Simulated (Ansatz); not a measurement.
An Ansatz (a first-principles code) run: hypothetical diamond Os; Ansatz, PBE, PAW, cutoff 420 eV, spin-orbit coupling left out.

Input:

Ansatz 0.2 input:
```yaml
crystal:
  lattice:
    - [0, 2.7778551267, 2.7778551267]
    - [2.7778551267, 0, 2.7778551267]
    - [2.7778551267, 2.7778551267, 0]
  atoms:
    - { symbol: Os, position: [0.25, 0.25, 0.25] }
    - { symbol: Os, position: [0, 0, 0] }
basis: { ecutwfc: 420, ecutrho_ratio: 4, xc_grid: 2, fft_grid_basis: typed }
kpoints: { mp_grid: { grid: [14, 14, 14] } }
hamiltonian:
  xc: pbe
  dispersion: none
  pseudopotentials: { kind: paw }
scf: { occupations: { method: fermi_dirac, width: 0.05 }, convergence: { dr2_threshold: 0.0000000002 } }
output: { forces: true, stress: true }
checkpoint: { write: state.ck, write_every: 1000 }
```

Output (explanatory and most iteration lines left out):

```
Pseudopotential: Os, paw, valence charge 16
Crystal: 2 atoms, lattice volume = 42.871 Å³
Basis set: ecut = 420 eV, 869 PW (Γ), exchange–correlation on 54×54×54 points (8 copies of the dense FFT grid, shifted against one another)
Bands: 20, of which v1, the nominal top of the filled ones, is band 16 counted from 1 (15 counted from 0)
Symmetry: 48 space group operations
Space group: Fd-3m (ITA 227), of the structure as read, at distance tolerance 3.5e-5 Å
k-points: 104 of 2744
Functional: x = pbe(κ = 0.804, μ = 0.2195149727645171), c = pbe(β = 0.06672455060314922)
SCF iter   1: F=—  HF=-22766.524758 eV  |F-HF|=—  |Δ(HF+E_count)|=         —  Δρ=9.40e-3  dr2=4.86e-2  ethr=1.77e-3  ⟨swp⟩=5.8  Hψ=8733  notcnv=0
SCF iter   2: F=—  HF=-22766.516499 eV  |F-HF|=—  |Δ(HF+E_count)|=   8.26e-3  Δρ=4.91e-3  dr2=1.47e-2  ethr=1.52e-4  ⟨swp⟩=2.2  Hψ=3399  notcnv=0
SCF 1 converged in 8 iterations: F = -22766.513930 eV  dr2 = 2.73e-11
SCF converged after 8 iterations
Free energy (F): -22766.513930 eV
Internal energy: -22766.502496 eV  (E = F + TS)
E sigma→0 (E₀):  -22766.508213 eV
Entropy (-TS):   -0.011434 eV (-5.717 meV/atom)
Fermi energy:    15.199794 eV
--- Forces (eV/Å), atoms counted from 1 ---
  atom   1  Os    -0.00000000     0.00000000    -0.00000000
  atom   2  Os    -0.00000000     0.00000000     0.00000000
--- Stress (GPa, compression-positive) ---
       -0.000152       0.000000       0.000000
        0.000000      -0.000152      -0.000000
        0.000000      -0.000000      -0.000152
  P = ⅓ Tr σ = -0.0002 GPa (-0.002 kbar)
```

Whether these cells are dynamically stable was not tested. All final runs are without spin polarisation. The cell is Os in the diamond structure (space group Fd-3m, No. 227; a hypothetical phase, not in the database extracts checked).
